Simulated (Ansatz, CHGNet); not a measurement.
**How the c axis length of ZnS (model structure, started from the NiAs type, P6₃/mmc, No. 194, 4 atoms in the cell) moves with the method**

No measured value is used here.

Question: Put these levels in order of the c axis length that they give for ZnS (model structure, started from the NiAs type, P6₃/mmc, No. 194, 4 atoms in the cell), smallest first: CHGNet-r²SCAN, LDA (Ansatz, a quantum-chemistry and plane-wave program), PBEsol (Ansatz).

Answer: LDA (5.751 Å), PBEsol (5.816 Å), CHGNet-r²SCAN (5.850 Å)

Ansatz's density-functional and Hartree–Fock values are scalar-relativistic unless marked +SOC, with PAW data made under PBE.

Machine-learned potentials (CHGNet-r²SCAN) are trained on DFT data: a solid inside that data is no test of them.

A model structure was made by putting elements into a prototype or built by hand; it is no filed structure, need not be a known phase, and can be a saddle point held by its symmetry.
